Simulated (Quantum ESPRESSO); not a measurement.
Troubleshooting Quantum ESPRESSO: a failed run on Nb₅As₄Pd₄ (I4/m, 13 atoms in the cell). The aim is a self-consistent single point with DFT, PBEsol, plane waves, GBRV 1.5 ultrasoft (PBESOL) pseudopotentials.

The input file:

```fortran
&control
    calculation = 'scf'
    prefix = 'Nb5(AsPd)4'
    outdir = './tmp'
    pseudo_dir = './'
    tprnfor = .true.
    tstress = .true.
/
&system
    ibrav = 0
    nat = 13
    ntyp = 3
    ecutwfc = 40
    ecutrho = 320
    occupations = 'smearing'
    smearing = 'gaussian'
    degauss = 0.019992
/
&electrons
    conv_thr = 1.0d-10
/
ATOMIC_SPECIES
Nb    92.9064  nb_pbesol_v1.uspp.F.UPF
As    74.9216  as_pbesol_v1.uspp.F.UPF
Pd   106.4200  pd_pbesol_v1.4.uspp.F.UPF
CELL_PARAMETERS angstrom
  -5.308805000     5.308805000     1.908875000
   5.308805000    -5.308805000     1.908875000
   5.308805000     5.308805000    -1.908875000
ATOMIC_POSITIONS angstrom
Nb    6.564655911    3.313225200    0.000000000
Nb   -1.255850911    1.995579799    1.908875000
Nb    1.995579799    1.255850911    1.908875000
Nb    3.313225200    4.052954089    0.000000000
Nb    0.000000000    0.000000000    0.000000000
As    0.700125203    2.589953607    0.000000000
As    4.608679797    2.718851393    1.908875000
As    8.027656393    0.700125203    0.000000000
As   -2.718851393    4.608679797    1.908875000
Pd    4.287497094    1.183014106    0.000000000
Pd    1.021307906    4.125790894    1.908875000
Pd    4.125790894   -1.021307906    1.908875000
Pd1    1.183014106    6.330112906    0.000000000
K_POINTS automatic
5 5 5  0 0 0
```

Output (repeated stretches shortened):

```
     This program is part of the open-source Quantum ESPRESSO suite
     for quantum simulation of materials; please cite

 %%%%%%%%%%%%%%%%%%%%%%%%%%%%%%%%%%%%%%%%%%%%%%%%%%%%%%%%%%%%%%%%%%%%%%%%%%%%%%
     Error in routine read_cards (13):
     species Pd1 in ATOMIC_POSITIONS is nonexistent
 %%%%%%%%%%%%%%%%%%%%%%%%%%%%%%%%%%%%%%%%%%%%%%%%%%%%%%%%%%%%%%%%%%%%%%%%%%%%%%

     stopping ...
```

Read the log: what does the program object to, and what is the fix?

The fault is an atom label that is not in the list of species. Labels in the positions must match the species card. To fix it, correct the label. The program stopped before any SCF iteration.

The sound input it was made from differs as follows (other fixes are possible):
```diff
-Pd1    1.183014106    6.330112906    0.000000000
+Pd    1.183014106    6.330112906    0.000000000
```

With that input, the run converged in 15 iterations: free energy E − TS -21015.9309 eV; Fermi level (on the code's own zero) 16.49 eV; pressure -7.36 GPa; largest force (vector length) 0.049 eV/Å (DFT, PBEsol, plane waves, GBRV 1.5 ultrasoft (PBESOL) pseudopotentials).

On the sound input: the starting cell comes from a database of computed structures (which also holds hypothetical and non-ambient phases and stackings), without a prior relaxation at this level. Spin polarisation is off; with an odd number of electrons in the cell that forces a metal, and a magnetic state may lie lower. With a pressure of about -7 GPa the cell is away from its equilibrium volume at this level.
